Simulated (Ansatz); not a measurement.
**Response to strain in GaSb**

Consider GaSb in the zinc blende structure (space group F-43m, No. 216; a = 6.132 Å). Axes: x, y, z lie along the cube axes.

Strains are applied to the cell and any free atomic positions relax.

Level of theory: r2SCAN/PAW in Ansatz (a quantum-chemistry and plane-wave program), no spin-orbit coupling.

Notes on the quantities. energy relative to the base: free energy F; pressure: mean of the normal stresses, compression positive.

| change | shortest interatomic distance | band gap | energy relative to the base | pressure |
|---|---|---|---|---|
| base | 2.655 Å | 0.41 eV | 0 meV/atom | 0.01 GPa |
| uniaxial strain ε_zz = +0.50 % | 2.660 Å | 0.36 eV | +0.2 meV/atom | -0.25 GPa |
| uniaxial strain ε_zz = +1.00 % | 2.664 Å | 0.32 eV | +0.8 meV/atom | -0.51 GPa |
| uniaxial strain ε_zz = +1.50 % | 2.669 Å | 0.27 eV | +1.7 meV/atom | -0.76 GPa |
| uniaxial strain ε_zz = +2.00 % | 2.673 Å | 0.22 eV | +3.0 meV/atom | -1.00 GPa |
| uniaxial strain ε_zz = +2.50 % | 2.678 Å | 0.17 eV | +4.7 meV/atom | -1.23 GPa |
| uniaxial strain ε_zz = +3.00 % | 2.682 Å | 0.12 eV | +6.7 meV/atom | -1.46 GPa |

Spin-orbit coupling, missing from the scalar runs, can matter with Sb. No phonon test of stability was made. A zero or small gap of GaSb under uniaxial strain ε_zz = +1.50 %, GaSb under uniaxial strain ε_zz = +2.00 %, GaSb under uniaxial strain ε_zz = +2.50 % and GaSb under uniaxial strain ε_zz = +3.00 % can be the functional's error rather than a property of the material.
